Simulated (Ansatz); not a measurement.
HoAg2 (I4/mmm, No. 139), treated with PBEsol (Ansatz, an electronic-structure program, plane waves, PAW).

Settings: plane-wave cutoff 520 eV, 22×22×22 k mesh, Fermi–Dirac smearing 0.05 eV, spin-polarised with parallel moments, scalar-relativistic PAW data made under PBE.

Computed at the level's own relaxed cell.

Predict the lattice constant a, lattice parameter c and bulk modulus B0.


- lattice constant a: 3.654 Å
- lattice parameter c: 9.291 Å
- bulk modulus B0: 75.4 GPa

The run finds no gap.

Note: the magnetic order was assumed, not searched for or taken from measurement; the 4f shell is treated without U or exact exchange, so its levels and filling can be wrong; the bulk modulus is −V dP/dV from two relaxed cells at ±2 % in volume.

Spin–orbit coupling is not included.
